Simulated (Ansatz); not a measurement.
Take MgS in the rock salt structure (space group Fm-3m, No. 225; a = 5.182 Å) as the base.

The change: a fraction x = 0.25 of the S sites is given to O, ordered in a cell of 8 atoms (starting symmetry I4/mmm) and fully relaxed.

The other end (x = 1) is MgO in the rock salt structure (space group Fm-3m, No. 225): 9.36 Å³/atom, gap 4.62 eV.

Levels (all Ansatz, a program for electronic structure, PAW): PBEsol (420 eV, without spin-orbit coupling); r2SCAN (500 eV, no SOC); HSE06 (420 eV, no spin-orbit coupling).

One geometry, relaxed with PBEsol, under each level:

```tsv
level	band gap	pressure
PBEsol	2.90 eV	0.01 GPa
r2SCAN	___	___
HSE06	4.11 eV	–
```

Question: Give the withheld r2SCAN results.

Answer: 
- r2SCAN, band gap: 3.71 eV
- r2SCAN, pressure: 0.75 GPa

Single points use the geometry relaxed with PBEsol. Their cutoffs differ, which shifts pressures a little. The hybrid gap comes from the SCF mesh plus the semilocal run's edge points and a few special points and is an upper bound. Each cell is one ordered arrangement of few atoms, which overstates ordering effects compared with a random alloy. Whether these cells are dynamically stable was not tested.
